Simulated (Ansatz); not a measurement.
**Effect of Sn on a Cu site (antisite), symmetric start on ZnCu2SnS4**

The parent structure is a 24-atom supercell of ZnCu2SnS4 (space group I-4, No. 82; a = 5.3737 Å, c = 10.7540 Å) at its relaxed geometry.

Perturbation: a neutral Sn on a Cu site (antisite), symmetric start, atoms relaxed at fixed cell.

Computed with plane-wave PAW DFT at the PBEsol level (Ansatz, a quantum-chemistry and plane-wave program, 420 eV), without spin-orbit coupling. k-mesh 4×4×2 (Γ-centred); smearing 0.01 eV (Fermi–Dirac).

| quantity | base | changed | shift |
|---|---|---|---|
| pressure | 0.0 GPa | 5.2 GPa | +5.2 GPa |
| gap of the supercell | 0.11 eV | zero | – |
| energy gained by relaxation | – | 2.52 eV | – |
| largest displacement of a host atom from its site in the perfect cell | – | 0.58 Å | – |
| shift of the substituted atom off its lattice site | – | 0.20 Å | – |

Final structure:

```yaml
crystal:
  lattice:
    - [-2.68685, 2.68685, 5.37700]
    - [2.68685, -2.68685, 5.37700]
    - [10.74740, 5.37370, 0.00000]
  atoms:
    - { symbol: Sn, position: [0.98264, 0.98264, 0.00000] }
    - { symbol: Cu, position: [0.67241, 0.34040, 0.33469] }
    - { symbol: Cu, position: [0.34040, 0.67241, 0.66531] }
    - { symbol: Cu, position: [0.57532, 0.92615, 0.17487] }
    - { symbol: Cu, position: [0.24880, 0.24880, 0.50000] }
    - { symbol: Cu, position: [0.92615, 0.57532, 0.82513] }
    - { symbol: Zn, position: [0.10782, 0.39572, 0.18042] }
    - { symbol: Zn, position: [0.75194, 0.75194, 0.50000] }
    - { symbol: Zn, position: [0.39572, 0.10782, 0.81958] }
    - { symbol: Sn, position: [0.50217, 0.50217, 0.00000] }
    - { symbol: Sn, position: [0.18071, 0.82130, 0.35626] }
    - { symbol: Sn, position: [0.82130, 0.18071, 0.64374] }
    - { symbol: S, position: [0.47185, 0.27636, 0.18550] }
    - { symbol: S, position: [0.13061, 0.59681, 0.52208] }
    - { symbol: S, position: [0.74979, 0.94521, 0.79716] }
    - { symbol: S, position: [0.94521, 0.74979, 0.20284] }
    - { symbol: S, position: [0.59681, 0.13061, 0.47792] }
    - { symbol: S, position: [0.27636, 0.47185, 0.81450] }
    - { symbol: S, position: [0.40183, 0.91444, 0.00038] }
    - { symbol: S, position: [0.03340, 0.21787, 0.34119] }
    - { symbol: S, position: [0.69853, 0.55793, 0.66547] }
    - { symbol: S, position: [0.55793, 0.69853, 0.33453] }
    - { symbol: S, position: [0.21787, 0.03340, 0.65881] }
    - { symbol: S, position: [0.91444, 0.40183, 0.99962] }
```

The magnetic state is the one reached from the starting moments; the real material's order can differ, and small cells can't hold many antiferromagnetic ones. The cell is small, so the values are those of an ordered compound at a high defect concentration; dilute-limit values will differ. A case with no gap was solved on a k-mesh chosen for an insulator, which is coarse for it. The defect started on the symmetric site and kept its symmetry, so it may sit on a saddle. Starting moments died away, wholly or in part, for Sn on a Cu site (antisite); another magnetic solution may exist. Spin-polarised in the final run: Sn on a Cu site (antisite); the other runs are not. The defect cell is spin-polarised and ends with 0.7 μB, a fractional moment that hangs on the mesh and smearing. The zero or small gap of ZnCu2SnS4 can change with the level of theory.
